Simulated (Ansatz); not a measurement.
Levels about the gap of amorphous Si$_{30}$N$_{36}$C$_{3}$ (69 atoms in a cell of 771 Å³, 2.98 g/cm³; zone centre alone, so wide bands show as single levels with stretches between that a denser mesh fills), at the geometry that PBE relaxed, where it gives 3.3 GPa on a denser mesh. The participation number counts the atoms over which a state spreads; weights are charges in smoothed Voronoi cells. The levels come from a single point, so bond lengths are those of that geometry. Method of the levels: r2SCAN, scalar-relativistic without spin-orbit coupling (Ansatz, a program for electronic structure). Sampling: the zone centre alone; Fermi-Dirac width 0.01 eV; collinear spin, started from moments on atoms (the moments died out).

A CHGNet melt-quench gave the starting glass, which DFT then relaxed. N atoms were pushed apart under 1.9 Å during the dynamics, to hinder bonds among them. The hot cell started wider than the set density and was brought back towards it in steps. It is the lowest in DFT energy of 2 quenches. It is a model cell: composition and starting density were chosen by hand, and all elements were melted together. No dispersion term was used. Its density started from a set value of 2.98 and ended at 2.98 g/cm³. Cooling (nominally 380 K/ps over its main leg) ran many orders faster than in experiment, which tends to leave more defects and strain. A cell of this size samples the disorder only roughly. The volume was held where the preparation left it, at a PBE pressure of 3.3 GPa. Stress components on the final sampling reach 5.4 GPa. On a 2×2×2 Γ-centred mesh force components of up to 0.20 eV/Å stay, since the relaxation ran on the zone centre alone.

```tsv
E - E(highest filled), eV	filling	spin	participation number	largest on	weight N	weight Si	weight C
-0.64	filled	up	11.0	C, 3 neighbours	0.48	0.28	0.24
-0.51	filled	dn	8.1	N, 3 neighbours	0.71	0.23	0.06
-0.51	filled	up	8.1	N, 3 neighbours	0.71	0.23	0.06
-0.04	filled	dn	16.6	Si, 3 neighbours	0.43	0.49	0.08
-0.04	filled	up	16.6	Si, 3 neighbours	0.43	0.49	0.08
0.00	filled	dn	15.7	Si, 3 neighbours	0.43	0.47	0.10
0.00	filled	up	15.7	Si, 3 neighbours	0.43	0.47	0.10
1.97	empty	dn	11.4	Si, 5 neighbours	0.45	0.53	0.02
1.97	empty	up	11.4	Si, 5 neighbours	0.45	0.53	0.02
2.36	empty	dn	13.8	Si, 3 neighbours	0.41	0.54	0.05
2.36	empty	up	13.8	Si, 3 neighbours	0.41	0.54	0.05
2.55	empty	dn	12.4	Si, 3 neighbours	0.40	0.58	0.02
2.55	empty	up	12.4	Si, 3 neighbours	0.40	0.58	0.02
2.73	empty	dn	21.6	Si, 3 neighbours	0.45	0.53	0.02
```

Most localised among these is the filled level at -0.51 eV, on a N atom, which has 3 neighbours (C 1.48 Å, Si 1.71 Å, Si 1.95 Å).
